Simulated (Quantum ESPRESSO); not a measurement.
Troubleshooting Quantum ESPRESSO: a failed run on SrSnP (P4/nmm, 6 atoms in the cell). The aim is a self-consistent single point with DFT, LDA (PZ), plane waves, GBRV 1.5 ultrasoft (LDA) pseudopotentials.

Cell that was meant: a = 4.3812 Å, b = 4.3812 Å, c = 8.9822 Å, α = 90.00°, β = 90.00°, γ = 90.00°.

Part of the input:

```fortran
ATOMIC_SPECIES
Sr    87.6200  sr_lda_v1.uspp.F.UPF
Sn   118.7100  sn_lda_v1.4.uspp.F.UPF
P     30.9738  p-lda-v1.5.uspp.F.UPFx
ATOMIC_POSITIONS crystal
Sr    0.000000000    0.500000000    0.667460000
Sr    0.500000000    0.000000000    0.332540000
```

Output (repeated stretches shortened):

```
 %%%%%%%%%%%%%%%%%%%%%%%%%%%%%%%%%%%%%%%%%%%%%%%%%%%%%%%%%%%%%%%%%%%%%%%%%%%%%%
     Error in routine readpp (1):
     file ./p-lda-v1.5.uspp.F.UPFx not found
 %%%%%%%%%%%%%%%%%%%%%%%%%%%%%%%%%%%%%%%%%%%%%%%%%%%%%%%%%%%%%%%%%%%%%%%%%%%%%%

     stopping ...
```

Problem. From the messages shown, name the fault and mend the input.

Solution. The fault is a potential or basis that cannot be found. The input names a file or set that is not where the program looks, or that does not exist under that name. To fix it, correct the name or place the file. The program stopped before any SCF iteration.

The sound input it was made from differs as follows (other fixes are possible):
```diff
-P     30.9738  p-lda-v1.5.uspp.F.UPFx
+P     30.9738  p_lda_v1.5.uspp.F.UPF
```

With that input, the run converged in 12 iterations: free energy E − TS -6662.3020 eV; Fermi level (on the code's own zero) 7.60 eV; pressure -3.01 GPa; largest force (vector length) 0.106 eV/Å (DFT, LDA (PZ), plane waves, GBRV 1.5 ultrasoft (LDA) pseudopotentials).

On the sound input: the starting cell comes from a database of computed structures (which also holds hypothetical and non-ambient phases and stackings), without a prior relaxation at this level. With a pressure of about -3 GPa the cell is away from its equilibrium volume at this level. The run gives no clean gap (levels at the Fermi energy touch, overlap or are partly filled at this smearing), which alone does not show that the compound is a metal.
